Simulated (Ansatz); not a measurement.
Take AlAs in the zinc blende structure (space group F-43m, No. 216; a = 5.728 Å) as the base.

Level of theory: Ansatz (a quantum-chemistry and plane-wave program), PBE, PAW, cutoff 420 eV, no SOC, earlier PAW set.

Before the change:

- Pressure: 0.00 GPa
- Hole mass: 0.11, 0.49, 0.49 mₑ (at Γ)
- Electron mass: 0.90 mₑ along k, 0.24 mₑ across (at X)

Perturbation: an isotropic linear strain of +3.11 %, atoms relaxed at fixed cell.

Question: How does this affect the pressure?

Answer: The pressure goes from zero to -5.04 GPa.

Question: What does the calculation give for the hole mass after the change?

Answer: The hole mass (degenerate bands, along [100]) becomes 0.073, 0.52, 0.52 mₑ (at Γ) (base: 0.11, 0.49, 0.49 mₑ (at Γ)).

Question: What does the calculation give for the electron mass after the change?

Answer: The electron mass becomes 0.071 mₑ (at Γ) (base: 0.90 mₑ along k, 0.24 mₑ across (at X)).

Question: How does this affect the energy relative to the base?

Answer: The energy goes up by 39 meV/atom.

The levels and masses belong to the bands next to the band gap. Effective masses come from finite differences of ±0.01 Å⁻¹. Along k means along the line from Γ to the band edge. Whether these cells are dynamically stable was not tested.
